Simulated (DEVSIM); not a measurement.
System: abrupt Si n-p junction, at 300 K.

| layer (left to right) | material | thickness (μm) | Nd (cm⁻³) | Na (cm⁻³) | τn (s) | τp (s) |
|---|---|---|---|---|---|---|
| 1 | Si | 0.160 | 4.2e15 | - | 0.00012 | 0.00012 |
| 2 | Si | 3.60 | - | 1.1e17 | 0.00012 | 0.00012 |

Left contact: ohmic. Right contact: ohmic. Voltage is applied to the left contact. Recombination: SRH at mid-gap, radiative. Mobility is constant in doping.

Constants are typed, rounded textbook-type inputs, not results; the design itself was drawn at random and stands for no fabricated device. Values at 300 K.

```
parameter           Si
-------------  -------
gap (eV)         1.124
affinity (eV)     4.05
permittivity      11.7
Nc (cm⁻³)      2.86e19
Nv (cm⁻³)       3.1e19
μn (cm²/Vs)       1417
μp (cm²/Vs)        470
B (cm³/s)      4.7e-15
```

DEVSIM, 1D drift-diffusion, Boltzmann statistics, complete ionisation; no tunnelling, impact ionisation, image-force lowering or self-heating.

**Question.** Tabulate band edges, carrier densities and field at zero bias.

**Answer.** Energies count from the Fermi level of the right contact; mesh points crowd at the junctions.

```tsv
x (μm)	Ec (eV)	Ev (eV)	n (cm⁻³)	p (cm⁻³)	field (V/cm)
0.000	0.228	-0.896	4.2e15	28000	37000
0.01549	0.285	-0.839	4.6e14	250000	37000
0.03784	0.370	-0.754	1.8e13	6600000	39000
0.07012	0.498	-0.626	1.3e11	9.3e8	41000
0.1175	0.698	-0.426	5.5e7	2.1e12	44000
0.1413	0.803	-0.321	910000	1.3e14	45000
0.1578	0.879	-0.245	49000	2.4e15	47000
0.1802	0.952	-0.172	2900	4.1e16	18000
0.2108	0.976	-0.148	1200	1.0e17	2000
0.2625	0.978	-0.146	1100	1.1e17	32
0.3498	0.978	-0.146	1100	1.1e17	≈ 0
0.5776	0.978	-0.146	1100	1.1e17	≈ 0
0.8816	0.978	-0.146	1100	1.1e17	≈ 0
1.395	0.978	-0.146	1100	1.1e17	≈ 0
2.408	0.978	-0.146	1100	1.1e17	≈ 0
2.969	0.978	-0.146	1100	1.1e17	≈ 0
3.320	0.978	-0.146	1100	1.1e17	≈ 0
3.509	0.978	-0.146	1100	1.1e17	≈ 0
3.646	0.978	-0.146	1100	1.1e17	≈ 0
3.702	0.978	-0.146	1100	1.1e17	≈ 0
3.736	0.978	-0.146	1100	1.1e17	≈ 0
3.760	0.978	-0.146	1100	1.1e17	≈ 0
```
